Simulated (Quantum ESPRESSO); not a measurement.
Worked example: self-consistent single point of SrCl2 (Fm-3m, 3 atoms in the cell) in Quantum ESPRESSO.

Level of theory: LDA (PZ), spin-orbit coupling, PseudoDojo fully relativistic norm-conserving (PBE) pseudopotentials (plane waves; Quantum ESPRESSO).

```
CELL_PARAMETERS angstrom
     -3.49974     0.00000     3.49974
      0.00000     3.49974     3.49974
     -3.49974     3.49974     0.00000
ATOMIC_POSITIONS crystal
  Sr 0.00000 0.00000 0.00000
  Cl 0.75000 0.75000 0.75000
  Cl 0.25000 0.25000 0.25000
```

Reference input (self-consistent single point, DFT, LDA (PZ), plane waves, GBRV 1.5 ultrasoft (LDA) pseudopotentials): ecutwfc = 40 Ry; ecutrho = 200 Ry; occupations = smearing; smearing = fermi-dirac; degauss = 0.000734986 Ry; potentials = {Sr: sr_lda_v1.uspp.F.UPF, Cl: cl_lda_v1.4.uspp.F.UPF}; K_POINTS = automatic 8 8 8 0 0 0; conv_thr = 1e-10 Ry; mixing_beta = 0.5. This run's input differs from it in these lines:

```diff
@@ -13,4 +13,3 @@
  ntyp = 2,
- ecutwfc = 40,
- ecutrho = 200,
+ ecutwfc = 70,
  occupations = 'smearing',
@@ -18,2 +17,5 @@
  degauss = 0.000734986,
+ noncolin = .true.,
+ lspinorb = .true.,
+ input_dft = 'pz',
 /
@@ -24,4 +26,4 @@
 ATOMIC_SPECIES
-Sr    87.6200  sr_lda_v1.uspp.F.UPF
-Cl    35.4500  cl_lda_v1.4.uspp.F.UPF
+Sr    87.6200  Sr.upf
+Cl    35.4500  Cl.upf
 ATOMIC_POSITIONS angstrom
```

Log, with long lists cut:

```
     Self-consistent Calculation

     iteration #  1     ecut=    70.00 Ry     beta= 0.50

     Threshold (ethr) on eigenvalues was too large:
     Diagonalizing with lowered threshold

     total energy              =    -134.15557567 Ry
     estimated scf accuracy    <       0.05526633 Ry

     iteration #  2     ecut=    70.00 Ry     beta= 0.50

     total energy              =    -134.16584930 Ry
     estimated scf accuracy    <       0.00422804 Ry

     iteration #  3     ecut=    70.00 Ry     beta= 0.50

     total energy              =    -134.16613314 Ry
     estimated scf accuracy    <       0.00089015 Ry

   [... 4 blocks of this kind left out ...]

     iteration #  8     ecut=    70.00 Ry     beta= 0.50

     total energy              =    -134.16619543 Ry
     estimated scf accuracy    <          1.5E-10 Ry

     iteration #  9     ecut=    70.00 Ry     beta= 0.50
     End of self-consistent calculation

     the Fermi energy is     6.2981 ev

!    total energy              =    -134.16619543 Ry
     estimated scf accuracy    <          3.8E-12 Ry
     smearing contrib. (-TS)   =       0.00000000 Ry
     internal energy E=F+TS    =    -134.16619543 Ry

     convergence has been achieved in   9 iterations

     Forces acting on atoms (cartesian axes, Ry/au):

     atom    1 type  1   force =     0.00000000    0.00000000    0.00000000
   [... zero for the other atoms too ...]

     Total force =     0.000000     Total SCF correction =     0.000000

          total   stress  (Ry/bohr**3)                   (kbar)     P=      -30.00
  -0.00020395  -0.00000000  -0.00000000          -30.00       -0.00       -0.00
  -0.00000000  -0.00020395  -0.00000000           -0.00      -30.00       -0.00
  -0.00000000   0.00000000  -0.00020395           -0.00        0.00      -30.00

   JOB DONE.
```

The run converged in 9 iterations. Against the reference run the pressure goes from -3.17 to -3.00 GPa and the gap on the mesh goes from 4.842 to 4.828 eV.

The starting cell comes from a database of computed structures (which also holds hypothetical and non-ambient phases and stackings), without a prior relaxation at this level. With a pressure of about -3 GPa the cell is away from its equilibrium volume at this level.

Cost on one core of a shared machine: roughly 2 min.
